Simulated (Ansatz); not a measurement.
Base system: ZnS in the wurtzite structure (space group P6_3mc, No. 186; a = 3.845 Å, c = 6.306 Å).

(Cell as relaxed with PBE.)

Levels (all Ansatz, a quantum-chemistry and plane-wave program, PAW): PBE (420 eV, scalar-relativistic without spin-orbit coupling); r2SCAN (500 eV, without spin-orbit coupling).

Each level relaxes its own structure.

```tsv
base	PBE	r2SCAN
volume per atom	20.18 Å³	19.59 Å³
lattice parameter a	3.845 Å	3.806 Å
band gap	2.08 eV	2.78 eV
```

Modification: a hydrostatic pressure of 75 GPa.

| quantity | PBE | r2SCAN |
|---|---|---|
| electron mass | 0.26 mₑ along c, 0.40 mₑ across (at K) | ___ |
| band gap | 1.38 eV | ___ |
| gap character | indirect, Γ → K | ___ |
| shift of the gap caused by the change | -0.70 eV | ___ |
| smallest direct gap | 2.72 eV | ___ |

Given the PBE results, estimate those of r2SCAN.


- electron mass, r2SCAN: 0.26 mₑ along c, 0.41 mₑ across (at K)
- band gap, r2SCAN: 1.85 eV
- gap character, r2SCAN: indirect, Γ → K
- shift of the gap caused by the change, r2SCAN: -0.93 eV
- smallest direct gap, r2SCAN: 3.58 eV

PBE's band gap lies 0.47 eV below r2SCAN's; PBE's shift of the gap caused by the change lies 0.23 eV above r2SCAN's; PBE's smallest direct gap lies 0.867 eV below r2SCAN's; the two agree on the gap character. Neither level is exact; r2SCAN is the comparison here, not a measurement.

Load acts through the strain it causes; cell and atoms are relaxed under it. Masses are band curvatures over ±0.01 Å⁻¹ around the edge. No phonon test of stability was made. Tetrahedral semiconductors of this kind turn to denser phases somewhere between about 1 and 50 GPa; those were not computed, so compressed cells here can lie past the real transition.
